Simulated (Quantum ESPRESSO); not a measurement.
Several settings converged on TiRh₃ (P4mm, 4 atoms in the cell)

```xyz
4
Lattice="3.8068 0.0000 0.0000 0.0000 3.8068 0.0000 0.0000 0.0000 3.8068" Properties=species:S:1:pos:R:3 pbc="T T T"
Ti     0.0000     0.0000     0.0500
Rh     1.9034     1.9034     0.0000
Rh     0.0000     1.9034     1.9034
Rh     1.9034     0.0000     1.9034
```

Base method: LDA (PZ), GBRV 1.5 ultrasoft (LDA) pseudopotentials (plane waves; Quantum ESPRESSO).

Base settings: ecutwfc = 50 Ry; ecutrho = 400 Ry; occupations = smearing; smearing = fd; degauss = 0.0073499 Ry; potentials = {Ti: ti_lda_v1.4.uspp.F.UPF, Rh: rh_lda_v1.4.uspp.F.UPF}; K_POINTS = automatic 4 4 4 0 0 0; conv_thr = 1e-10 Ry; mixing_beta = 0.3.

The count of work is k-points × plane waves × bands × iterations; it is no time. Core times come from one kind of shared machine, to one figure; runs under 30 s give none.

**The k-point mesh**

Only quantities that move along the ladder and can be compared are tabulated.

| K_POINTS | free energy less the last step's (meV/atom) | pressure (GPa) | largest difference of a force vector from the last step's (eV/Å) | count of work / last | core time / last (rough) |
|---|---|---|---|---|---|
| automatic 2 2 2 0 0 0 | -71.99 | -7.51 | 0.393 | 0.091 | 0.3 |
| automatic 4 4 4 0 0 0 | -12.88 | -6.93 | 0.013 | 0.23 | 0.3 |
| automatic 5 5 5 0 0 0 | -3.36 | -6.76 | 0.006 | 0.23 | 0.3 |
| automatic 7 7 7 0 0 0 | 1.90 | -6.58 | 0.003 | 0.55 | 0.5 |
| automatic 8 8 8 0 0 0 | 0.00 | -6.64 | 0.000 | 1.0 | 1 |

Coarsest K_POINTS that holds the free energy within 5 meV/atom of the last step, with all finer ones: automatic 5 5 5 0 0 0, at 0.23 of the last step's count of work and about 0.3 of the last step's time; the step before is off by 13 meV/atom.

Coarsest K_POINTS that holds the forces within 0.02 eV/Å of the last step, with all finer ones: automatic 4 4 4 0 0 0, at 0.23 of the last step's count of work and about 0.3 of the last step's time; the step before is off by 0.39 eV/Å.

Coarsest K_POINTS that holds the pressure within 0.5 GPa of the last step, with all finer ones: automatic 4 4 4 0 0 0, at 0.23 of the last step's count of work and about 0.3 of the last step's time; the step before is off by 0.87 GPa.

**The SCF threshold**

The mesh stays at the base's, so the ladder's end is converged at best in this setting alone.

Only quantities that move along the ladder and can be compared are tabulated.

```csv
conv_thr,free energy less the last step's (meV/atom),largest difference of a force vector from the last step's (eV/Å),count of work / last,core time / last (rough)
0.0073 Ry,7.76,0.017,0.46,0.6
7.3e-05 Ry,0.23,0.003,0.50,0.5
1e-10 Ry,0.00,0.000,0.83,0.8
7.3e-14 Ry,0.00,0.000,1.0,1
```

Coarsest conv_thr that holds the forces within 0.01 eV/Å of the last step, with all finer ones: 7.3e-05 Ry; the step before is off by 0.017 eV/Å.

Coarsest conv_thr that holds the free energy within 1 meV/atom of the last step, with all finer ones: 7.3e-05 Ry; the step before is off by 7.8 meV/atom.

On the base run: the starting cell comes from a database of computed structures (which also holds hypothetical and non-ambient phases and stackings), without a prior relaxation at this level. Its lattice was rescaled by up to half a per cent. One atom was moved a little off its site on purpose. Spin polarisation is off. In the base run, with a pressure of about -7 GPa the cell is away from its equilibrium volume at this level. Without a gap this mesh is coarse (it stands for a supercell whose shortest vector is 15 Å).
